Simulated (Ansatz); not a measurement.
Take HgS in the zinc blende structure (space group F-43m, No. 216; a = 5.8759 Å) as the base.

Computed with PBEsol (Ansatz, a quantum-chemistry and plane-wave program, PAW, no SOC).

Strains are applied to the cell and any free atomic positions relax.

One change was made to it. Results:

The energy rises by 1.1 meV/atom; the pressure goes from zero to 0.9 GPa.

Which of these changes matches the shifts?
(A) isotropic strain −2.50 %
(B) isotropic strain −0.50 %
(C) isotropic strain +1.50 %
(D) isotropic strain +0.50 %

B, isotropic strain −0.50 %. For comparison, the pressure in the other runs: isotropic strain +0.50 % gives -0.9 GPa; isotropic strain −2.50 % gives 5.5 GPa; isotropic strain +1.50 % gives -2.4 GPa.

A case with no gap was solved on a k-mesh chosen for an insulator, which is coarse for it. No phonon test of stability was made. All final runs are without spin polarisation.
